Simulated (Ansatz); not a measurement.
HgO (model structure, started from the WC type, P-6m2, No. 187, 2 atoms in the cell): properties by level of theory

```csv
level (code),equilibrium lattice constant a (Å),lattice parameter c (Å)
PBE (Ansatz),…,3.070
PBEsol (Ansatz),…,…
PBE-D3(BJ) (Ansatz),…,3.057
```

Question: What belongs in the gaps?

Answer: 
- PBE (Ansatz, a quantum-chemistry and plane-wave program), equilibrium lattice constant a (Å): 3.357
- PBEsol (Ansatz), equilibrium lattice constant a (Å): 3.287
- PBEsol (Ansatz), lattice parameter c (Å): 3.024
- PBE-D3(BJ) (Ansatz), equilibrium lattice constant a (Å): 3.317

Ansatz's density-functional and Hartree–Fock values are scalar-relativistic unless marked +SOC, with PAW data made under PBE.

The computed numbers hold no vibrational or temperature effects.

A model structure was made by putting elements into a prototype or built by hand; it is no filed structure, need not be a known phase, and can be a saddle point held by its symmetry.
